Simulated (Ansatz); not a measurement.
Gap of an armchair MoS2 nanoribbon, N = 7, bare edges at several levels, all on one geometry.

Levels: PBE (plane waves to 420 eV, PAW; Ansatz, a quantum-chemistry and plane-wave program); PBE with spin-orbit coupling run with Ansatz; r2SCAN (plane waves to 500 eV, PAW; Ansatz). Unmarked values and the geometry are of the first. Mesh 1×1×6. No spin polarisation, so a magnetic state wasn't tested. It repeats along c; a and b span vacuum. An idealised model, cut from the flat sheet. Symmetry and one short period hold its shape; lower forms weren't sought. Values not marked SOC lack spin–orbit coupling.

| level | gap (eV) |
|---|---|
| PBE | 0.45 |
| PBE+SOC | (withheld) |
| r2SCAN | 0.63 |

Task: What belongs in the gaps?

Result: 
- PBE+SOC, gap (eV): 0.45
